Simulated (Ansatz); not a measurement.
# A computed series for MoSi2: response to strain

The parent structure is MoSi2 (space group I4/mmm, No. 139; a = 3.174 Å, c = 7.779 Å; relaxed with 0.1 eV smearing). Axes: x, y, z lie along a, b, c of the conventional cell.

Strains are applied to the cell and any free atomic positions relax; under biaxial strain the out-of-plane vector relaxes too.

All numbers come from LDA/PAW in Ansatz (an electronic-structure program), spin-orbit coupling left out.

| biaxial strain, plane normal [001], relaxed out of plane (%) | out-of-plane strain (%) |
|---|---|
| 0 | 0.00 |
| 0.5 | -0.18 |
| 1 | -0.36 |
| 1.5 | -0.53 |
| 2 | ? |
| 2.5 | -0.84 |
| 3 | -0.99 |

Task: Fit ε⊥ = −νε + γε² (strains in %) to the rows shown and predict the withheld row.

Result: Least squares on the printed values gives ν = 0.37 (the biaxial Poisson response) and γ = 0.015 (largest residual 0.00 %); this predicts -0.69 %, and the run gives -0.69 %, in agreement.

No phonon test of stability was made. All final runs are without spin polarisation.
